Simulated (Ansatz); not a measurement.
# BaTiO3: pressure series

Start from BaTiO$_{3}$ in the cubic perovskite structure (space group Pm-3m, No. 221).

```
BaTiO3
1.0
    4.01924     0.00000     0.00000
    0.00000     4.01924     0.00000
    0.00000     0.00000     4.01924
Ba Ti O
1 1 3
Direct
  0.00000   0.00000   0.00000
  0.50000   0.50000   0.50000
  0.00000   0.50000   0.50000
  0.50000   0.50000   0.00000
  0.50000   0.00000   0.50000
```

Cell and atoms are relaxed at each pressure.

Level of theory: PBE (Ansatz, a program for electronic structure; PAW; 420 eV plane waves; scalar-relativistic without spin-orbit coupling).

Notes on the quantities. enthalpy: H = E + PV relative to the base's energy.

| change | band gap | enthalpy | volume per atom |
|---|---|---|---|
| base | 1.78 eV | – | 12.99 Å³ |
| pressure −2 GPa | 1.76 eV | -0.16 eV/atom | 13.15 Å³ |
| pressure −1 GPa | ___ | -0.08 eV/atom | 13.07 Å³ |
| pressure 3 GPa | 1.82 eV | +0.24 eV/atom | 12.76 Å³ |
| pressure 7 GPa | ___ | +0.56 eV/atom | 12.49 Å³ |
| pressure 15 GPa | 1.95 eV | +1.17 eV/atom | ___ |
| pressure 30 GPa | 2.01 eV | +2.26 eV/atom | 11.34 Å³ |
| pressure 50 GPa | 2.02 eV | +3.63 eV/atom | 10.66 Å³ |
| pressure 75 GPa | 2.00 eV | +5.24 eV/atom | 10.03 Å³ |
| pressure 100 GPa | 1.95 eV | +6.77 eV/atom | 9.54 Å³ |

Task: Some entries are withheld; estimate them.

Result: 
- pressure −1 GPa, band gap: 1.77 eV
- pressure 7 GPa, band gap: 1.87 eV
- pressure 15 GPa, volume per atom: 12.02 Å³

Load acts through the strain it causes; cell and atoms are relaxed under it. Stability against distortions was not tested. No other phases were tried under pressure. The final runs are not spin-polarised. Many cubic perovskites are stable only at high temperature; tilts and polar distortions were not tested. This is not the structure that BaTiO3 has at room temperature and ambient pressure.
